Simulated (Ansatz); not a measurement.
Start from Mg2Ge in the anti-fluorite structure (space group Fm-3m, No. 225; a = 6.2865 Å).

Level of theory: LDA/PAW in Ansatz (a first-principles code), spin-orbit coupling left out.

Before the change:

| Property | Value |
|---|---|
| Valley order | X along ⟨100⟩ 0.10 eV; L along ⟨111⟩ 1.10 eV; Γ 1.16 eV |
| Smallest direct gap | 1.16 eV |

The change: an isotropic linear strain of −0.50 %, atoms relaxed at fixed cell.

Problem. Predict the new valley order and smallest direct gap.

Solution. The valley order (the lowest conduction-band minima on the path, energy above the VBM, named in the base's zone) goes from X along ⟨100⟩ 0.10 eV; L along ⟨111⟩ 1.10 eV; Γ 1.16 eV to X along ⟨100⟩ 0.09 eV; L along ⟨111⟩ 1.16 eV; Γ 1.25 eV; the smallest direct gap rises by 0.09 eV (1.16 eV → 1.25 eV).

Whether these cells are dynamically stable was not tested. The zero or small gap of Mg2Ge can change with the level of theory.
